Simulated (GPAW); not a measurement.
Habitual settings against a tight run: BP (F-43m, 2 atoms in the cell)

Self-consistent single point.

```
CELL_PARAMETERS angstrom
      0.00000     2.29122     2.29122
      2.29122     0.00000     2.29122
      2.29122     2.29122     0.00000
ATOMIC_POSITIONS crystal
  B  0.00000 0.00000 0.00000
  P  0.25000 0.25000 0.25000
```

Computed with LDA (Perdew-Wang 92), LCAO dzp, GPAW PAW datasets LDA (gpaw-data 1.0.1) run with GPAW 25.7.0.

Base settings: mode = lcao; h = 0.18 Å; basis = dzp; xc = LDA; kpts = 10 10 10; mesh shift (steps) = 0 0 0; occupations.name = fixed-uniform; convergence.density = 1e-05 e/electron; convergence.energy = 1e-05 eV/electron; symmetry.symmorphic = false; symmetry.tolerance = 0.0005; maxiter = 150.

Tight run (finer mesh or higher cutoff; not a proven limit): h: 0.18 Å → 0.152 Å; kpts: 10 10 10 → 14 14 14; convergence.density: 1e-05 e/electron → 5e-07 e/electron; convergence.energy: 1e-05 eV/electron → 1e-10 eV/electron; convergence.eigenstates: default → 1e-14. It gave top of the valence band (on the code's own zero) 7.64 eV; gap on the k-point mesh 1.37 eV.

Quick runs, as changes from the base:
- A: the base itself
- B: h: 0.18 Å → 0.215 Å; kpts: 10 10 10 → 4 4 4; occupations.name: fixed-uniform → fermi-dirac; occupations.width: default → 0.136 eV
- C: kpts: 10 10 10 → 4 4 4; kpts_shift: 0 0 0 → 0.5 0.5 0.5
- D: h: 0.18 Å → 0.215 Å; kpts: 10 10 10 → 8 8 8; convergence.density: 1e-05 e/electron → 0.0005 e/electron; convergence.energy: 1e-05 eV/electron → 0.0001 eV/electron; convergence.eigenstates: default → 1e-08
- E: h: 0.18 Å → 0.201 Å; kpts: 10 10 10 → 6 6 6; occupations.name: fixed-uniform → marzari-vanderbilt; occupations.width: default → 0.272 eV
- F: h: 0.18 Å → 0.255 Å; kpts: 10 10 10 → 2 2 2; convergence.density: 1e-05 e/electron → 0.0002 e/electron; convergence.eigenstates: default → 1e-09

Dashes: time of B, F, under 30 s.

Gaps are read on each run's own mesh, which may miss the band edges.

Core times come from one kind of shared machine and are given to one figure; runs under 30 s give none.

The starting cell comes from a database of computed structures (which also holds hypothetical and non-ambient phases and stackings), without a prior relaxation at this level. Its lattice was rescaled by a random factor within 2.5 % of one. Values carry the incompleteness of an atom-centred basis.

```
run  energy less tight (meV/atom)  gap on the mesh less tight (eV)  core time / tight (rough)
---  ----------------------------  -------------------------------  -------------------------
A                             0.1                           -0.018                        0.3
B                           175.0                            0.166                          –
C                             0.3                            0.880                       0.08
D                            92.0                           -0.004                       0.08
E                            99.7                            0.089                       0.06
F                          1510.3                           -0.044                          –
```

Among the runs at the tight run's level, the energy misses run from 0.1 to 1510.3 meV/atom.
